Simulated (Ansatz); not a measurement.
GaAlN₂ (P3m1, No. 156, 4 atoms in the cell; start mp-1228894) was calculated with PBE0 (plane waves, PAW; Ansatz, a quantum-chemistry and plane-wave program).

Settings: plane-wave cutoff 460 eV, 9×9×6 k mesh (along the axes of the cell as run), Fermi–Dirac smearing 0.01 eV, scalar-relativistic PAW data made under PBE.

Cell (relaxed with PBEsol):

```
AlGaN2
1.0
    3.14661     0.00000     0.00000
   -1.57330     2.72504     0.00000
    0.00000     0.00000     5.09643
Al Ga N
1 1 2
Cartesian
  0.00000   0.00000   5.09400
  1.57330   0.90835   2.53397
  1.57330   0.90835   0.57355
  0.00000   0.00000   3.19609
```

**Question.** Estimate the band gap that the calculation returns.

**Answer.** 
band gap: 4.89 eV (on the SCF k mesh)

Note: cell and atoms aren't relaxed at this level (largest force component 0.08 eV/Å, pressure -1.0 GPa).

Spin–orbit coupling is not included.

Static lattice: no zero-point or thermal effects.

A start named mp-… is a Materials Project structure, which need not be a measured phase.
